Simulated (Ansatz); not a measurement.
Consider interstitial Y in corundum, charge state +3. These are PBE, PAW (plane waves to 420 eV; Ansatz, a quantum-chemistry and plane-wave program) values and carry that method's errors.

Settings: 120 host sites, the relaxed PBE lattice, the Γ point alone, smearing 0.01 eV, spin-restricted, no image-charge correction. Static, classical nuclei. The charge state is imposed; whether it is stable for some Fermi level was not computed. Sites that were not tried may lie lower.

Barriers: single points on a 2×2×2 k-point mesh shifted by half a step along c at the bands' geometries.

The step: a direct jump of one Y atom (a rearrangement that moves the defect's centre by under 1 Å). Atoms about the jump, Cartesian Å from the middle of the jump, before and after:

```tsv
atom	x0	y0	z0	x1	y1	z1
Y1	0.00	0.00	-0.40	0.00	0.00	0.40
O2	-1.03	1.66	0.07	-0.92	1.72	-0.07
O3	-0.92	-1.72	0.07	-1.03	-1.66	-0.07
O4	1.95	0.06	0.07	1.95	-0.06	-0.07
O5	-1.63	0.07	-2.25	-1.69	0.10	-2.21
O6	0.88	1.37	-2.25	0.93	1.41	-2.21
O7	0.75	-1.44	-2.25	0.76	-1.51	-2.21
O8	-1.69	-0.10	2.21	-1.63	-0.07	2.25
O9	0.93	-1.41	2.21	0.88	-1.37	2.25
O10	0.76	1.51	2.21	0.75	1.44	2.25
Al11	0.00	0.00	-3.10	0.00	0.00	-2.82
Al12	0.00	0.00	2.82	0.00	0.00	3.10
Al13	-2.53	1.51	-0.83	-2.46	1.46	-0.88
Al14	2.57	1.44	-0.83	2.50	1.40	-0.88
Al15	-2.46	-1.46	0.88	-2.53	-1.51	0.83
Al16	-0.04	-2.94	-0.83	-0.04	-2.86	-0.88
Al17	2.50	-1.40	0.88	2.57	-1.44	0.83
Al18	-0.04	2.86	0.88	-0.04	2.94	0.83
```

**Question.** Give the saddle-point geometry and the barrier.

**Answer.** 
```json
[
 {"atom": "Y1", "x": "-0.01", "y": "0.00", "z": "0.01"},
 {"atom": "O2", "x": "-1.01", "y": "1.73", "z": "0.01"},
 {"atom": "O3", "x": "-1.01", "y": "-1.73", "z": "0.01"},
 {"atom": "O4", "x": "1.99", "y": "0.01", "z": "0.01"},
 {"atom": "O5", "x": "-1.66", "y": "0.09", "z": "-2.18"},
 {"atom": "O6", "x": "0.89", "y": "1.39", "z": "-2.18"},
 {"atom": "O7", "x": "0.74", "y": "-1.47", "z": "-2.18"},
 {"atom": "O8", "x": "-1.66", "y": "-0.08", "z": "2.20"},
 {"atom": "O9", "x": "0.89", "y": "-1.38", "z": "2.20"},
 {"atom": "O10", "x": "0.74", "y": "1.48", "z": "2.20"},
 {"atom": "Al11", "x": "-0.01", "y": "0.00", "z": "-2.94"},
 {"atom": "Al12", "x": "-0.01", "y": "0.00", "z": "2.95"},
 {"atom": "Al13", "x": "-2.51", "y": "1.49", "z": "-0.85"},
 {"atom": "Al14", "x": "2.53", "y": "1.43", "z": "-0.85"},
 {"atom": "Al15", "x": "-2.51", "y": "-1.48", "z": "0.87"},
 {"atom": "Al16", "x": "-0.05", "y": "-2.91", "z": "-0.85"},
 {"atom": "Al17", "x": "2.53", "y": "-1.42", "z": "0.87"},
 {"atom": "Al18", "x": "-0.05", "y": "2.91", "z": "0.87"}
]
```
It lies 0.076 eV above the start and 0.076 eV above the end. The saddle point's order was not checked, and it lies on a symmetry element of the cell, where a band can be held.
